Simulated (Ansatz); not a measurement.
## Input and output of a self-consistent single point for LaSi2Ag2 (I4mm, 5 atoms in the cell) (Ansatz)

Level of theory: LDA (PW92), default PAW files made with PBE (plane waves; Ansatz, a program for electronic structure).

Input:

Ansatz 0.2 input:
```yaml
crystal:
  lattice:
    - [-2.16322700, 2.16322700, 5.35602700]
    - [2.16322700, -2.16322700, 5.35602700]
    - [2.16322700, 2.16322700, -5.35602700]
  atoms:
    - { symbol: La, position: [0.00466800, 0.00466800, 0.00000000] }
    - { symbol: Si, position: [0.60961000, 0.60961000, 0.00000000] }
    - { symbol: Si, position: [0.39039000, 0.39039000, 0.00000000] }
    - { symbol: Ag, position: [0.25000000, 0.75000000, 0.50000000] }
    - { symbol: Ag, position: [0.75000000, 0.25000000, 0.50000000] }
basis:
  ecutwfc: 420.0 eV
kpoints:
  mp_grid:
    grid: [9, 9, 9]
hamiltonian:
  xc: lda
  pseudopotentials:
    kind: paw
scf:
  occupations:
    method: fermi_dirac
    width: 0.1 eV
output:
  forces: true
  eigenvalues: true
  stress: true
```

The program printed (abridged):

```
WARN ansatz: RAYON_NUM_THREADS=1 ignored (pool sized by the plan → 1); use --threads N
basis.fft_grid_basis auto: the FFT boxes are laid along the combinations [[1, 0, 1], [0, 1, 1], [0, 0, 1]] of the cell's own vectors, 4.326, 4.326 and 6.168 Å …
Pseudopotentials: kind: paw
Pseudopotential: La, paw, valence charge 11
Pseudopotential: Si, paw, valence charge 4
Pseudopotential: Ag, paw, valence charge 19
Crystal: 5 atoms, lattice volume = 100.255 Å³
Basis set: ecut = 420 eV, 1953 PW (Γ), FFT grids on a1+a3, a2+a3, a3
Bands: 35, of which v1, the nominal top of the filled ones, is band 29 counted from 1 (28 counted from 0)
Symmetry: 8 space group operations
Space group: I4mm (ITA 107), of the structure as read, at distance tolerance 4.6e-5 Å
k-points: 75 of 729 (time reversal used)
PAW frozen core: La, regenerated for the run's functional, and the local potential with it
PAW frozen core: Si, regenerated for the run's functional, and the local potential with it
PAW frozen core: Ag, regenerated for the run's functional, and the local potential with it
Initial density: superposition of atomic densities (neutral atoms: chi_scale 0, normalization atom), corrected by the library's trained network
Initial wavefunctions: pseudopotential atomic-orbital guess
Eigensolver: davidson
Functional: x = slater, c = lda
SCF iter   1: F=—  HF=-22212.294424 eV  |F-HF|=—  |Δ(HF+E_count)|=         —  Δρ=7.62e-3  dr2=4.75e-2  ethr=1.77e-3  ⟨swp⟩=5.9  Hψ=9759  notcnv=0
all-band conjugate gradients solve this SCF's bands
preconditioner: auto → Kerker (q_TF=auto, 2.483 Å⁻¹)
SCF iter   2: F=—  HF=-22212.285653 eV  |F-HF|=—  |Δ(HF+E_count)|=   8.77e-3  Δρ=3.09e-3  dr2=1.18e-2  ethr=8.34e-5  ⟨swp⟩=2.3  Hψ=4912  notcnv=0
SCF iter   3: F=—  HF=-22212.283548 eV  |F-HF|=—  |Δ(HF+E_count)|=   2.11e-3  Δρ=1.49e-3  dr2=4.22e-3  ethr=2.06e-5  ⟨swp⟩=1.7  Hψ=2900  notcnv=0
SCF iter   4: F=—  HF=-22212.282440 eV  |F-HF|=—  |Δ(HF+E_count)|=   1.11e-3  Δρ=2.75e-4  dr2=1.36e-4  ethr=7.41e-6  ⟨swp⟩=2.0  Hψ=4032  notcnv=0
SCF iter   5: F=—  HF=-22212.282405 eV  |F-HF|=—  |Δ(HF+E_count)|=   3.49e-5  Δρ=8.75e-5  dr2=9.72e-6  ethr=2.39e-7  ⟨swp⟩=2.0  Hψ=3777  notcnv=0
SCF iter   6: F=—  HF=-22212.282413 eV  |F-HF|=—  |Δ(HF+E_count)|=   7.98e-6  Δρ=2.83e-5  dr2=8.02e-7  ethr=1.70e-8  ⟨swp⟩=2.1  Hψ=4168  notcnv=0
SCF iter   7: F=-22212.282413 eV  HF=-22212.282413 eV  |F-HF|=3.48e-8  |Δ(HF+E_count)|=   1.46e-7  Δρ=7.53e-6  dr2=6.77e-8  ethr=1.75e-10  ⟨swp⟩=7.3  Hψ=11827  notcnv=0
SCF 1 converged in 7 iterations: F = -22212.282413 eV  dr2 = 6.77e-8
SCF converged after 7 iterations
Free energy (F): -22212.282413 eV
Harris-Foulkes:  -22212.282413 eV  (|F-HF|=3.48e-8)
Internal energy: -22212.238667 eV  (E = F + TS)
E sigma→0 (E₀):  -22212.260540 eV
Entropy (-TS):   -0.043746 eV (-8.749 meV/atom)
Fermi energy:    12.729295 eV
--- Per-component energies (eV) ---
  E_band       = -636.434141
  E_kinetic    = 1325.246288
  E_local      = -6979.996507  (includes V_loc(G=0)·N_el)
  E_nonlocal   = 321.548328
  E_hartree    = 3151.960363
  E_xc         = -616.722541
  E_vxc        = -712.780528  (∫ρ·V_xc dr)
  E_paw        = -13753.594108  (= ΣΔE_a)
  E_vpaw       = -894.357470  (= ΣTr[D̂ρ^β])
  E_aug_tail   = 0.000528  (compensation charges beyond the density's cutoff)
  E_ewald      = -5662.622010
  E_core_change = 1.940993  (= ΣΔE_core)
  E_smearing   = -0.043746  (= −TS)
  E_closure    = -0.000000  (closes the sum)
  Σ components = -22212.282413   (vs F -22212.282413, Δ=0.00e0)
--- Forces (eV/Å), atoms counted from 1 ---
  atom   1  La     0.00000000     0.00000000    -0.21184643
  atom   2  Si     0.00000000     0.00000000     0.37088027
  atom   3  Si    -0.00000000     0.00000000    -0.32944495
  atom   4  Ag    -0.00000000     0.00000000     0.08519800
  atom   5  Ag     0.00000000    -0.00000000     0.08519800
  max |Σ_I F_I| component: 1.51e-5 eV/Å
--- Stress (GPa, compression-positive) ---
       -7.004805      -0.000000       0.000000
       -0.000000      -7.004805       0.000000
       -0.000000      -0.000000      -7.193270
  P = ⅓ Tr σ = -7.0676 GPa (-70.676 kbar)
  The stress holds the Pulay correction. Without it, at fixed plane waves, as pw.x and ABINIT print it: P = -7.0911 GPa
--- Band table (eV; the first three rows and the last of 75) ---
  k-point 0: bands = ["-79.7767", "-79.7719", "-43.3199", "-43.3199", "-43.3196", "-43.3121", "-43.2793", "-43.2793", "-19.9291", "-3.6841", "-3.5259", "-3.5259", "2.5693", "5.0908", "6.2123", "6.7128", "6.9158", "6.9158", "7.8666", "7.8666", [...]
  k-point 1: bands = ["-79.7764", "-79.7722", "-43.3204", "-43.3192", "-43.3148", "-43.3125", "-43.2845", "-43.2789", "-19.9259", "-3.6766", "-3.5712", "-3.5521", "2.7741", "5.1353", "6.3619", "6.7281", "6.9151", "7.0128", "7.6313", "7.8738", [...]
  k-point 2: bands = ["-79.7757", "-79.7729", "-43.3217", "-43.3180", "-43.3136", "-43.3021", "-43.2974", "-43.2777", "-19.9181", "-3.6632", "-3.6582", "-3.6175", "3.2159", "5.2376", "6.4707", "6.8147", "7.2171", "7.2755", "7.3448", "7.7620", [...]
  k-point 74: bands = ["-79.7766", "-79.7721", "-43.3194", "-43.3187", "-43.3187", "-43.3123", "-43.2806", "-43.2805", "-19.9266", "-3.7294", "-3.5629", "-3.5182", "3.3290", "4.2924", "6.4545", "6.7478", "6.8341", "6.8545", "7.3085", "7.7471", [...]
```

The run converged in 7 iterations.

The starting cell comes from a database of computed structures (which also holds hypothetical and non-ambient phases and stackings), without a prior relaxation at this level. Its lattice was rescaled by up to half a per cent. One atom was moved a little off its site on purpose. With a pressure of about -7 GPa the cell is away from its equilibrium volume at this level. Ansatz's pressure includes its estimate of the finite-basis (Pulay) stress.
